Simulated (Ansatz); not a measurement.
Lu under a change: Lu → Y

Start from Lu in the hcp (Mg type) structure (space group P6_3/mmc, No. 194; a = 3.5044 Å, c = 5.4515 Å).

Now apply this change: Y takes the place of Lu on all its sites; the structure is relaxed again.

The values are results of r2SCAN (Ansatz, a first-principles code, PAW, spin-orbit coupling left out), earlier PAW set, not measurements. Γ-centred 15×15×8 mesh, Fermi–Dirac width 0.05 eV, for the changed cell.

| quantity | base | changed | shift |
|---|---|---|---|
| volume per atom | 28.99 Å³ | 33.46 Å³ | +4.47 Å³ |
| density | 10.02 g/cm³ | 4.41 g/cm³ | -5.61 g/cm³ |
| lattice parameter a | 3.504 Å | 3.683 Å | +0.1782 Å |
| c/a ratio | 1.556 | 1.547 | -0.0082 |
| band gap | zero | zero | – |

Final structure:

```
Y
1.0
    3.68264     0.00000     0.00000
   -1.84132     3.18926     0.00000
    0.00000     0.00000     5.69845
Y
2
Direct
  0.33333   0.66667   0.75000
  0.66667   0.33333   0.25000
```

Cost of the whole job for the changed cell (relaxation, final SCF and bands): roughly 70 core-seconds.

No phonon test of stability was made. The final runs are not spin-polarised.
